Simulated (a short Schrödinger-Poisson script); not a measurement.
MOS inversion layer, SiO2 on p-type Si(100)

Stack: MOS inversion layer, SiO2 on p-type Si(100), at 400 K.

```tsv
layer	material	thickness (nm)	Na (cm⁻³)
1	SiO2	1.7	-
2	Si	360	1.4e18
```

The device is made up for the run: typed textbook-type constants, with dimensions and the other settings drawn at random. SiO2: permittivity 3.9, conduction-band edge (eV) 3.15, gap (eV) 9, electron mass (mₑ) 0.5. Si: permittivity 11.7, conduction-band edge (eV) 0, gap (eV) 1.124, Nv at 300 K (cm⁻³) 3.1e19.

Channel valleys (confinement mass, in-plane density-of-states mass, number): Δ2 0.916, 0.19, 2; Δ4 0.19, 0.417, 4. At the gate the conduction-band edge of layer 1 lies 3.28 eV − eVg above the Fermi level of the channel; the field vanishes at the back. Gaps are held at their typed values at every temperature. Mesh 0.03 nm at interfaces.

Solved with a short Schrödinger-Poisson script written for these runs: 1D Poisson equation in equilibrium, electrons quantum, Hartree (BenDaniel-Duke, 12 states a valley, the channel's in-plane mass for all, wave functions free to enter the dielectric), parabolic valleys, classical holes, full ionisation, no traps, pinning or gate leakage.

```csv
Vg (V),electrons (cm⁻²),C (μF/cm²),Δ2 E0 (meV),Δ2 E1 (meV),Δ4 E0 (meV),Δ4 E1 (meV)
0.15,2.10e8,0.339,372.4,454.9,432.7,566.6
0.2,6.49e8,0.332,332.9,417.2,394.3,531.5
0.25,2.02e9,0.328,293.1,379.2,355.7,495.9
0.3,6.31e9,0.334,253.3,341.1,317.0,460.2
0.35,1.95e10,0.365,214.0,303.4,278.7,424.8
0.4,5.72e10,0.457,176.3,267.4,242.0,390.9
0.45,1.50e11,0.641,142.5,235.3,209.3,360.7
0.5,3.26e11,0.874,114.9,209.4,182.9,336.5
0.55,5.89e11,1.08,93.7,190.1,162.9,318.4
0.6,9.18e11,1.22,77.5,175.7,147.8,305.2
0.65,1.29e12,1.32,64.6,164.7,136.3,295.2
0.7,1.70e12,1.40,54.1,156.1,127.0,287.5
0.75,2.13e12,1.45,45.2,149.1,119.4,281.3
0.8,2.58e12,1.49,37.5,143.3,112.9,276.2
0.85,3.04e12,1.52,30.7,138.4,107.4,272.0
0.9,3.52e12,1.55,24.6,134.1,102.4,268.3
0.95,4.00e12,1.57,19.0,130.4,98.1,265.2
1,4.48e12,1.58,13.8,127.0,94.1,262.4
1.05,4.98e12,1.60,9.1,124.1,90.5,260.0
1.1,5.48e12,1.61,4.6,121.4,87.1,257.8
1.15,5.98e12,1.63,0.3,118.9,84.0,255.8
```

Subbands count from the Fermi level.
